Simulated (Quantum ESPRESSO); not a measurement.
Quantum ESPRESSO 7.5, DFT, PBE, plane waves, PseudoDojo 0.5 standard norm-conserving PBE (local tails restored to the Coulomb form): fcc Ni, 1 atom, spin-polarised from a ferromagnetic start (nspin = 2, starting_magnetization 0.1 on Ni). Basis and mesh were picked for this test and aren't claimed converged.

```yaml
cell: 2.49, 2.49, 2.49 Å; 60, 60, 60°
task: scf
k mesh: 15×15×15
ecutwfc: 98 Ry
ecutrho: 392 Ry
occupations: smearing
smearing: mv
degauss: 0.02 Ry
conv_thr: 1e-09 Ry
tprnfor: true
tstress: false
k-point pools (-nk): 48
diagonalization: david (default)
mixing_mode: plain (default)
mixing_beta: 0.7 (default)
mixing_ndim: 8 (default)
k-points computed (for each spin): 120
bands: 13
electrons: 18
G-vectors of the density: 9721
FFT grid: 30×30×30
symmetry_operations: 48
```

Hardware: Intel Xeon 6 (Granite Rapids), 96 cores on 1 socket, 2 hardware threads a core, 3 L3 cache groups, 3 NUMA nodes.

Times are wall-clock medians of two to five runs, from launch to exit, with nothing else on the machine. Processes are pinned to neighbouring cores unless said otherwise. Build: conda-forge: Open MPI 5.0, OpenMP, OpenBLAS 0.3.34 (pthreads), FFTW, ScaLAPACK, ELPA. Other compilers and libraries give other times. Scratch files lie in a memory file system.

Started as
```bash
OMP_NUM_THREADS=1 mpirun -np 48 pw.x -nk 48 -in pw.in
```
(48 ranks, -nk 48) it takes 1.8 s and 9 SCF iterations.

Question: Predict the time once the run is changed to -nk 3.

Answer: About 2.7 s (3 runs within 1 %): 1.5× as long. The largest move is in FFTs of H·ψ (vloc_psi): 0.37 s to 0.99 s. Launch, exit and the like take 0.65 s of the 1.8 s. Change in the result: energy equal as printed, absolute magnetization equal as printed.
